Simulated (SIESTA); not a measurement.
SIESTA run on LaPd5 (P6/mmm, 6 atoms in the cell): self-consistent single point.

Method: GGA PBEsol, numerical atomic orbitals TZP, PseudoDojo PBEsol standard norm-conserving potentials (rewritten from UPF to PSML) (SIESTA 5.4.2).

```yaml
crystal:
  lattice:
    - [5.34116, 0.00000, 0.00000]
    - [-2.67058, 4.62558, 0.00000]
    - [0.00000, 0.00000, 4.48770]
  atoms:
    - { symbol: La, position: [0.00000, 0.00000, 0.00000] }
    - { symbol: Pd, position: [0.00000, 0.50000, 0.50000] }
    - { symbol: Pd, position: [0.50000, 0.00000, 0.50000] }
    - { symbol: Pd, position: [0.50000, 0.50000, 0.50000] }
    - { symbol: Pd, position: [0.33333, 0.66667, 0.00000] }
    - { symbol: Pd, position: [0.66667, 0.33333, 0.00000] }
```

Reference input (self-consistent single point, DFT, GGA PBEsol, numerical atomic orbitals TZP, PseudoDojo PBEsol standard norm-conserving potentials (rewritten from UPF to PSML)): XC.functional = GGA; XC.authors = PBEsol; potentials = PseudoDojo PBEsol standard; PAO.BasisSize = TZP; PAO.EnergyShift = 0.005 Ry; MeshCutoff = 350 Ry; kgrid.MonkhorstPack = 7 7 7; OccupationFunction = MP; OccupationMPOrder = 0; ElectronicTemperature = 136 meV; MaxSCFIterations = 150; SCF.Mixer.Method = Pulay. This run's input differs from it in these lines:

```diff
@@ -32,5 +32,5 @@
 %block kgrid.MonkhorstPack
-    7   0   0  0.0
-    0   7   0  0.0
-    0   0   7  0.0
+    5   0   0  0.0
+    0   5   0  0.0
+    0   0   5  0.0
 %endblock kgrid.MonkhorstPack
```

Output (repeated stretches shortened):

```
        iscf     Eharris(eV)        E_KS(eV)     FreeEng(eV)     dDmax    Ef(eV) dHmax(eV)
   scf:    1   -19256.579847   -19302.110315   -19302.153842  1.420319 -6.691774  4.739595
   scf:    2   -19303.758159   -19303.020089   -19303.068144  0.040315 -6.521198  3.366123
   scf:    3   -19303.651155   -19303.579794   -19303.632565  0.073149 -6.287157  0.859345
   scf:    4   -19303.575706   -19303.599468   -19303.651802  0.036164 -6.377497  1.000393
   scf:    5   -19303.515756   -19303.605956   -19303.660724  0.072351 -6.329667  0.553995
   [... 5 lines left out ...]
   scf:   11   -19303.641919   -19303.641926   -19303.695190  0.000145 -6.381247  0.009649
   scf:   12   -19303.641914   -19303.641921   -19303.695199  0.000161 -6.380813  0.003971
   scf:   13   -19303.641906   -19303.641914   -19303.695200  0.000105 -6.380533  0.000084
   scf:   14   -19303.641914   -19303.641914   -19303.695200  0.000007 -6.380538  0.000097
SCF Convergence by DM+H criterion
max |DM_out - DM_in|         :     0.0000068174
max |H_out - H_in|      (eV) :     0.0000970231
SCF cycle converged after 14 iterations

Using DM_out to compute the final energy and forces

siesta: E_KS(eV) =           -19303.6419

siesta: E_KS - E_eggbox =    -19303.6419

siesta: Atomic forces (eV/Ang):
     1    0.000000    0.000000   -0.000000
     2   -0.000000    0.000000   -0.000001
     3    0.000000   -0.000000   -0.000001
     4    0.000000    0.000000   -0.000001
     5    0.000012   -0.000007   -0.000000
     6   -0.000012    0.000007   -0.000000
   Tot   -0.000000    0.000000   -0.000003
   Max    0.000012
   Res    0.000005    sqrt( Sum f_i^2 / 3N )
   Max    0.000012    constrained

   [... lines left out ...]
siesta: FreeEng =    -19303.695200
   [... lines left out ...]
siesta:     0.013330    0.000059    0.000000
siesta:     0.000059    0.013397   -0.000000
siesta:     0.000000   -0.000000    0.026549

siesta: Cell volume =        110.872950 Ang**3

siesta: Pressure (static):
siesta:                Solid            Molecule  Units
siesta:          -0.00019342         -0.00019342  Ry/Bohr**3
siesta:          -0.01775876         -0.01775862  eV/Ang**3
siesta:         -28.45267279        -28.45245262  kBar
```

The run converged in 14 iterations. Against the reference run the free energy goes up by 5.2 meV/atom and the pressure stays near -2.85 GPa while the zz stress (positive for compression) goes from -3.76 to -4.25 GPa.

The starting cell comes from a database of computed structures (which also holds hypothetical and non-ambient phases and stackings), without a prior relaxation at this level. Spin polarisation is off. Values carry the incompleteness of an atom-centred basis.

Cost on one core of a shared machine: roughly 2 min.
